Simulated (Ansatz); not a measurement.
The starting structures come from a database of crystals and need not be the phases stable at ambient conditions.

 Where the default PAW files enter, the runs use the earlier of Ansatz's two default sets.

```xyz
12
Lattice="5.9645 0.0000 0.0000 0.0000 6.5534 0.0000 2.9822 -3.2767 3.2767" Properties=species:S:1:pos:R:3 pbc="T T T"
Hf     0.0000     0.0000     0.0000
Hf     4.4734     3.2767     0.0000
Si     4.4734     0.0000     3.2767
Si     2.9822     0.0000     0.0000
O      7.0429     2.0636     3.2767
O      2.5695     3.2767     1.2131
O      7.0429    -2.0636     3.2767
O      5.5517     0.0000     2.0636
O      3.3950     1.2131     3.2767
O      1.9039     0.0000     1.2131
O      3.3950    -1.2131     3.2767
O      4.8861     3.2767     2.0636
```

Space group of this cell: I4_1/amd. The cell is taken as given; by r2SCAN its mean pressure is 2.1 GPa.

Calculation: r2SCAN (plane waves, PAW; Ansatz, an electronic-structure program).

The current runs along the normal of the first two printed vectors; no spin-orbit coupling. Scaled by the factor s: the length along the current (ions clamped). Meshes 10×10×10 and 6×6 across the current in all rows.

```json
[
 {"s": "0.97", "mean pressure (GPa)": "10.6", "band gap (eV)": "6.26"},
 {"s": "1.00", "mean pressure (GPa)": "2.1", "band gap (eV)": "6.08"},
 {"s": "1.03", "mean pressure (GPa)": "-4.6", "band gap (eV)": "?"}
]
```

Question: Take the slope of the band gap against ln s from the two given rows, extrapolate to s = 1.03, and say what the run there gives.

Answer: Slope = (6.26 − 6.08) / ln 0.97 = -5.91 eV. The line gives 6.08 + (-5.91) × ln 1.03 = 5.91 eV. The run gives 5.91 eV, as the line does.
